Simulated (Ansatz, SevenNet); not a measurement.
TiO2 (Pbca, No. 61): volume per atom by level of theory

No measured value is used here.

```tsv
level (code)	value (Å³/atom)
SevenNet-0 (SevenNet)	…
SevenNet-l3i5 (SevenNet)	…
LDA (Ansatz)	10.36
PBE (Ansatz)	10.98
PBEsol (Ansatz)	10.64
PBE-D3(BJ) (Ansatz)	10.77
PBE-D4 (Ansatz)	10.77
r²SCAN (Ansatz)	…
r²SCAN-D4 (Ansatz)	10.65
r²SCAN+rVV10 (Ansatz)	10.65
```

Task: Fill in the missing entries.

Result: 
- SevenNet-0 (SevenNet), value (Å³/atom): 11.06
- SevenNet-l3i5 (SevenNet), value (Å³/atom): 11.03
- r²SCAN (Ansatz, a first-principles code), value (Å³/atom): 10.72

SevenNet-0, SevenNet-l3i5, LDA, PBE, PBEsol, PBE-D3(BJ), PBE-D4, r²SCAN, r²SCAN-D4, r²SCAN+rVV10: the relaxation could not lower the start's symmetry, so the cell can be a saddle point above a distorted one. K meshes differ between the levels. Ansatz's density-functional and Hartree–Fock values are scalar-relativistic unless marked +SOC, with PAW data made under PBE.

Machine-learned potentials (SevenNet-0, SevenNet-l3i5) are trained on DFT data, which may include these solids.
